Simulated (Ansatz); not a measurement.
Ansatz (a first-principles code), DFT, LDA, plane waves, its default PAW files, spin-polarised: CeZnPO (from the phase in space group 166, mp-13207) (O2P2Zn2Ce2), 8 atoms, spin-polarised from a ferromagnetic start (1 μB on Ce). Basis and mesh were picked for this test and aren't claimed converged.

cell: 10.59, 10.59, 10.59 Å; 21.7, 21.7, 21.7°
task: single point
k mesh: 6×6×6
hamiltonian.xc: lda
kind of files: paw
scf.occupations.method: fermi_dirac
scf.occupations.width: 0.05 eV
output.forces: true
magnetization.spin_polarized: true
binding of workers (--pin): off
k-point pools (--kpoint-pools): 1
memory maximum (--max-ram): 8GiB
accuracy: medium (default)
basis.precision: auto (default)
basis.xc_grid: 1 (default)
scf.mixing.algorithm: auto (default)
scf.mixing.preconditioner: auto (default)
scf.convergence.dr2_threshold: 1e-07 (default)
scf.lower_state_search: light (default)
k-points after symmetry (for each spin): 32
bands at the start: 54
electrons: 70
plane waves at Γ: 2795
cutoff (eV): 420
FFT grid: 27×27×72
symmetry operations: 12

One run each.

All on 4 threads. Base settings, kept where nothing else is said: scf.eigensolver.kind = auto (default), scf.eigensolver.mixed_precision = false (default), scf.eigensolver.cushion = auto (default), scf.eigensolver.full_accuracy = false (default), scf.algorithm = auto (default) (scf.eigensolver.max_subspace_factor, scf.eigensolver.real_solve not set). The settings tried:
- scf.eigensolver.kind = davidson, scf.eigensolver.max_subspace_factor = 6
- scf.algorithm = direct_min
- scf.eigensolver.kind = davidson, scf.eigensolver.mixed_precision = true
- scf.eigensolver.kind = davidson, scf.eigensolver.cushion = true
- scf.eigensolver.full_accuracy = true
- scf.eigensolver.kind = davidson, scf.eigensolver.max_subspace_factor = 2
- the base settings
- scf.algorithm = density_mixing
- scf.eigensolver.kind = davidson
- scf.eigensolver.mixed_precision = true
- scf.eigensolver.real_solve = false

**Question.** Which settings need the fewest applications of H to a band, which the most, and do any fail to converge?

**Answer.** Fewest applications of H to a band, with those close behind: scf.eigensolver.real_solve = false (123704); the base settings (124731); scf.algorithm = density_mixing (124731). Most among those that reach the base run's result: scf.algorithm = direct_min (612827). All converged. In the base run the program took: scf.mixing.algorithm MSR1, scf.eigensolver.kind band_cg, --slots 4.

```
setting                                                                   applications of H to a band  SCF iterations        end
------------------------------------------------------------------------  ---------------------------  --------------  ---------
scf.eigensolver.real_solve = false                                                             123704              15  converged
the base settings                                                                              124731              15  converged
scf.algorithm = density_mixing                                                                 124731              15  converged
scf.eigensolver.kind = davidson, scf.eigensolver.cushion = true                                162915              16  converged
scf.eigensolver.kind = davidson, scf.eigensolver.max_subspace_factor = 2                       163717              15  converged
scf.eigensolver.kind = davidson                                                                165676              17  converged
scf.eigensolver.kind = davidson, scf.eigensolver.max_subspace_factor = 6                       165676              17  converged
scf.eigensolver.kind = davidson, scf.eigensolver.mixed_precision = true                        201632              16  converged
scf.eigensolver.mixed_precision = true                                                         201632              16  converged
scf.eigensolver.full_accuracy = true                                                           352941              15  converged
scf.algorithm = direct_min                                                                     612827              14  converged
```

An iteration's cost differs between solvers, so these counts don't give the time.

Keys are those of Ansatz 0.2.
